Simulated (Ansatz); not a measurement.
HgS: x(O) = 0.25, 8 atoms, P-43m

Consider HgS in the zinc blende structure (space group F-43m, No. 216; a = 5.876 Å).

The other end (x = 1) is HgO in the zinc blende structure (space group F-43m, No. 216; a hypothetical phase, not in the database extracts checked): 17.54 Å³/atom, gap zero; this end may not be an ambient phase.

Now apply this change: a fraction x = 0.25 of the S sites is given to O, ordered in a cell of 8 atoms (starting symmetry P-43m) and fully relaxed.

Computed with Ansatz (a quantum-chemistry and plane-wave program) PBEsol, spin-orbit coupling left out, earlier PAW set. k-mesh 6×6×6 (Γ-centred); smearing 0.05 eV (Fermi–Dirac), for the changed cell.

```csv
quantity,base,changed,shift
volume per atom,25.36 Å³,23.17 Å³,-2.19 Å³
density,7.62 g/cm³,8.19 g/cm³,+0.57 g/cm³
band gap,zero,zero,–
mixing energy (to 0.01 eV only: unlike meshes or grids) (against an end that may be hypothetical),–,+0.03 eV/atom,–
deviation of the volume from the linear (Vegard-type) interpolation,–,-1.0 %,–
mean first-shell distances,–,"S–Hg 2.532 Å (end compound 2.544 Å), O–Hg 2.295 Å (end compound 2.250 Å)",–
```

Final structure:

```
CELL_PARAMETERS angstrom
      5.70197     0.00000     0.00000
      0.00000     5.70197     0.00000
      0.00000     0.00000     5.70197
ATOMIC_POSITIONS crystal
  O  0.00000 0.00000 0.00000
  S  0.50000 0.00000 0.50000
  S  0.00000 0.50000 0.50000
  S  0.50000 0.50000 0.00000
  Hg 0.23237 0.23237 0.23237
  Hg 0.76763 0.23237 0.76763
  Hg 0.23237 0.76763 0.76763
  Hg 0.76763 0.76763 0.23237
```

Each cell is one ordered arrangement of few atoms, which overstates ordering effects compared with a random alloy. With Hg present, leaving out spin-orbit coupling can change the band edges. Whether these cells are dynamically stable was not tested. All final runs are without spin polarisation. A zero or small gap of Hg4S3O, HgS and HgO can be the functional's error rather than a property of the material.
